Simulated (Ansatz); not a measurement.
CdSe: band gap against strain

CdSe (wurtzite, P6_3mc, 28.132 Å³/atom and stress up to 0.01 GPa in the relaxed cell, c along z) under an equal strain ε in the (0001) plane with the normal axis free, as in a coherent film. PBEsol in Ansatz, a plane-wave DFT program (PAW, default set), 420 eV, 9×9×5 Γ-centred mesh, Fermi-Dirac smearing 0.05 eV; ions are relaxed, or left where forces stay under 0.02 eV/Å, within the symmetry of each cell. Gaps are the smallest over the k-mesh and a band path, without spin-orbit coupling; in all rows the valence edge lies at Γ and the conduction edge at Γ.

Here s stands for strain and Eg for gap.

```
strain (%)  gap (eV)
----------  --------
-3.00              ?
-1.80          0.499
-1.20          0.516
-0.60          0.529
0.00           0.539
```

Fit Eg of the 4 rows that show it with a straight line. Means: s -0.90000, Eg 0.5208. About the means, the sum of products is 0.039900 and the sum of squares of s is 1.8000; the slope is their ratio. Least squares gives Eg = 0.5407 + 0.02217·s. Residuals (row less fit): -0.0018, 0.0019, 0.0016, -0.0017; standard error 0.0025 (degrees of freedom: 2). Over these rows the gap moves by 2.2 ± 0.2 eV per unit strain.

Question: Estimate the missing Eg (s = -3.00); what did the run itself give?

Answer: Eg = 0.5407 + 0.02217 × (-3.0) = 0.4742 eV. The calculation gives 0.448 eV, 0.0262 eV below the prediction (28.8 % of the range of Eg in the table). The row lies outside the fitted rows, so this is an extrapolation. From the scatter of the fitted rows alone, a prediction at this place has a standard error of 0.0048 eV, so the miss is 5.5 times that.

A polynomial of degree 2 through the 5 other runs of the series gives 0.450 there, so most of the miss is curvature that the fit leaves out. Spin-orbit coupling is left out, which can shift this property for CdSe. Rows are the converged runs of the series near zero and its far end; series whose fitted rows scatter by over a few per cent of the range, as at a crossing or softening among them, aren't shown in this form, nor equations of state whose B0' disagrees with the runs' pressures. Most that stay on the fit to the last digits aren't either.
